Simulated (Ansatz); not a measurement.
Consider SrTiO3 in the cubic perovskite structure (space group Pm-3m, No. 221).

```yaml
crystal:
  lattice:
    - [3.89114, 0.00000, 0.00000]
    - [0.00000, 3.89114, 0.00000]
    - [0.00000, 0.00000, 3.89114]
  atoms:
    - { symbol: Sr, position: [0.00000, 0.00000, 0.00000] }
    - { symbol: Ti, position: [0.50000, 0.50000, 0.50000] }
    - { symbol: O, position: [0.50000, 0.00000, 0.50000] }
    - { symbol: O, position: [0.00000, 0.50000, 0.50000] }
    - { symbol: O, position: [0.50000, 0.50000, 0.00000] }
```

Cartesian axes are those of the cell as printed.

Method: PBEsol/PAW in Ansatz (a program for electronic structure), scalar-relativistic without spin-orbit coupling.

Before the change:

The band gap is 1.85 eV and the volume per atom is 11.78 Å³.

Now apply this change: biaxial strain −0.60 %, plane normal [001], relaxed out of plane (Cartesian); in-plane vectors clamped, the third vector and the atoms free.

### Question
What happens to the band gap, volume per atom and energy relative to the base?

### Answer
The band gap stays 1.85 eV; the volume per atom falls by 0.10 Å³ (11.78 Å³ → 11.68 Å³); the energy goes up by 1.0 meV/atom.

Stability against distortions was not tested. The final runs are not spin-polarised. Many cubic perovskites are stable only at high temperature; tilts and polar distortions were not tested.
